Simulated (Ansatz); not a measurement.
For NbN (P6_3/mmc), PBEsol, DFPT electron-phonon coupling, linearised Boltzmann equation run with Ansatz (a program for electronic structure) gives a transport coupling λ_tr = 0.198 and a Drude plasma energy ħω_p = 3.90 eV along z (a = (2.96, 0.00, 0.00) Å; b = (-1.48, 2.56, 0.00) Å; c = (0.00, 0.00, 5.51) Å).

Estimate the resistivity at 300 K from the high-temperature formula ρ = 2π λ_tr k_B T / (ħ ε₀ ω_p²), and say how the full Boltzmann solution compares.

The scattering rate is 1/τ = 2π λ_tr k_B T/ħ = 4.89e13 s⁻¹ and ω_p = 5.93e15 s⁻¹, so ρ ≈ 15.7 μΩ·cm. The Boltzmann solution gives 12.7 μΩ·cm, 0.81 times the estimate; it lies lower because k_BT is not large against the phonon energies and the solution lets the distribution adjust.

A metal at this level (no band gap). Only scattering by harmonic phonons is included (no impurities, grain boundaries, electron-electron scattering or thermal expansion). Spin-orbit coupling is left out. Halving the electron mesh (32x32x16) moves the resistivity by up to 3 % at 300 K, the coupling by up to 1 %. Smearing 0.20 eV; phonons on a 5x5x3 q mesh, which this run doesn't test.
